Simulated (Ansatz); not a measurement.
# C: response to strain

Take C in the graphite type structure (space group P6_3/mmc, No. 194; layered, stacked along the Cartesian z axis) as the base.

```xyz
4
Lattice="2.4583 0.0000 0.0000 -1.2291 2.1289 0.0000 0.0000 0.0000 6.5635" Properties=species:S:1:pos:R:3 pbc="T T T"
C      0.0000     0.0000     1.6409
C      0.0000     0.0000     4.9226
C      0.0000     1.4193     1.6409
C      1.2291     0.7096     4.9226
```

Cartesian axes are those of the cell as printed.

Strains are applied to the cell and any free atomic positions relax; under biaxial strain the out-of-plane vector relaxes too.

All numbers come from PBEsol-D3(BJ) in Ansatz (plane waves to 420 eV, PAW, spin-orbit coupling left out).

Notes on the quantities. pressure: mean of the normal stresses, compression positive.

```tsv
variant	volume per atom	pressure
base	8.59 Å³	0.0 GPa
biaxial strain −3.41 %, plane normal [001], relaxed out of plane	7.99 Å³	[?]
biaxial strain +3.73 %, plane normal [001], relaxed out of plane	9.30 Å³	-27.5 GPa
biaxial strain +4.90 %, plane normal [001], relaxed out of plane	9.53 Å³	[?]
isotropic strain −5.18 %	7.32 Å³	62.8 GPa
isotropic strain +0.59 %	8.74 Å³	[?]
uniaxial strain ε_xx = −1.28 %	8.48 Å³	6.0 GPa
uniaxial strain ε_xx = −0.93 %	8.51 Å³	4.3 GPa
uniaxial strain ε_xx = +1.01 %	8.67 Å³	[?]
uniaxial strain ε_yy = +3.42 %	8.88 Å³	-13.8 GPa
```

Task: Some entries are withheld; estimate them.

Result: 
- biaxial strain −3.41 %, plane normal [001], relaxed out of plane, pressure: 36.5 GPa
- biaxial strain +4.90 %, plane normal [001], relaxed out of plane, pressure: -33.9 GPa
- isotropic strain +0.59 %, pressure: -5.2 GPa
- uniaxial strain ε_xx = +1.01 %, pressure: -4.4 GPa

A case with no gap was solved on a k-mesh chosen for an insulator, which is coarse for it. Stability against distortions was not tested.

Ansatz is a quantum-chemistry and plane-wave program.
